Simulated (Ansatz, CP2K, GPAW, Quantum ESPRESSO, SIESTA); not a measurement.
## Code comparison for Ca2CdPt2 (P1, 5 atoms in the cell)

Self-consistent single point, at a second geometry (atoms moved at random). First geometry:

```
CELL_PARAMETERS angstrom
     -2.22483     2.94693     4.26921
      2.22483    -2.94693     4.26921
      2.22483     2.94693    -4.26921
ATOMIC_POSITIONS crystal
  Ca 0.29899 0.79899 0.50000
  Ca 0.70101 0.20101 0.50000
  Cd 0.00000 0.00000 0.00000
  Pt 0.72491 0.50000 0.22491
  Pt 0.27509 0.50000 0.77509
```

Second geometry:
```
Ca2CdPt2
1.0
   -2.22483     2.94693     4.26921
    2.22483    -2.94693     4.26921
    2.22483     2.94693    -4.26921
Ca Cd Pt
2 1 2
Direct
  0.29396   0.79673   0.49979
  0.70213   0.19867   0.50155
  0.00164   0.00572   0.01060
  0.72373   0.50106   0.21235
  0.27854   0.49782   0.77570
```

Shared settings, as Ansatz (an electronic-structure program) writes them: kpoints.mp_grid.grid = 5 5 5; scf.occupations.method = gaussian; scf.occupations.width = 0.1 eV. Potentials and cutoffs stand in the table.

| code | model | ΔF from the first geometry (meV/atom) | pressure (GPa) | largest force (eV/Å) | cutoff |
|---|---|---|---|---|---|
| Ansatz | LDA (PW92), PAW files made with PBE | 5.4 | -4.98 | 0.481 | default |
| Quantum ESPRESSO | LDA (PZ), GBRV 1.5 ultrasoft (LDA) pseudopotentials | 5.3 | -5.28 | 0.468 | 40 Ry |
| GPAW | LDA (Perdew-Wang 92), GPAW PAW datasets LDA (gpaw-data 1.0.1) | 5.3 | -4.86 | 0.466 | 550 eV |
| CP2K | LDA (Pade form), GPW, DZVP-MOLOPT-SR-GTH basis, GTH-PADE potentials (GTH_POTENTIALS) | 11.2 | -12.06 | 0.839 | grid 500 Ry |
| SIESTA | LDA PW92, numerical atomic orbitals DZP, PseudoDojo LDA standard norm-conserving potentials (rewritten from UPF to PSML) | 9.8 | 1.30 | 0.799 | grid 400 Ry |

Size of the force on each atom (eV/Å): Sizes of forces hide their directions.

| code | Ca1 | Ca2 | Cd3 | Pt4 | Pt5 |
|---|---|---|---|---|---|
| Ansatz | 0.097 | 0.145 | 0.380 | 0.481 | 0.284 |
| Quantum ESPRESSO | 0.099 | 0.144 | 0.391 | 0.468 | 0.269 |
| GPAW | 0.101 | 0.153 | 0.371 | 0.466 | 0.264 |
| CP2K | 0.066 | 0.276 | 0.361 | 0.839 | 0.586 |
| SIESTA | 0.261 | 0.374 | 0.448 | 0.799 | 0.420 |

On Ansatz's run: spin-orbit coupling is off. Spin polarisation is off.

The spread over the programs that give each value: ΔF from the first geometry within 5.9 meV/atom; pressure within 13.36 GPa; largest force within 0.373 eV/Å.

CP2K and SIESTA use small atom-centred bases, whose incompleteness enters pressures, forces and empty levels differently from a plane-wave cutoff. Ansatz's pressure is given at a fixed set of plane waves, as the other plane-wave codes print theirs. The same LDA comes in different parametrisations, which differ slightly. In the pressure, CP2K (by 7.09) and SIESTA (by 6.28) lie more than 1 GPa from the median of the plane-wave programs. In the force vectors, CP2K (by 0.415) and SIESTA (by 0.346) lie more than 0.08 eV/Å from the median of the plane-wave programs.

The starting cell comes from a database of computed structures (which also holds hypothetical and non-ambient phases and stackings), without a prior relaxation at this level. For this run, on top of that: atoms moved at random.

Keys are those of Ansatz 0.2.
